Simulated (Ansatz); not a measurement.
A computed series for Au: response to strain

The parent structure is Au in the fcc (Cu type) structure (space group Fm-3m, No. 225; a = 4.083 Å; relaxed with 0.1 eV smearing).

Strains are applied to the cell and any free atomic positions relax.

Computed with PBEsol (Ansatz, an electronic-structure program), without spin-orbit coupling.

```
isotropic strain (%)  pressure (GPa)
--------------------  --------------
-2.5                            16.5
-1.5                             9.0
-1                               5.7
-0.5                             2.7
0                                0.0
0.5                             -2.5
1                                  ?
2                               -8.7
2.5                            -10.4
```

Task: Fit P = P₀ − Bδ + Cδ² with δ = (1 + ε)³ − 1 to the rows shown and predict the withheld row.

Result: Least squares on the printed values gives P₀ = -0.1 GPa, B = 180 GPa, C = 612 GPa (largest residual 0.1 GPa); this predicts -5.0 GPa, and the run gives -4.8 GPa, 0.2 higher.

No phonon test of stability was made.
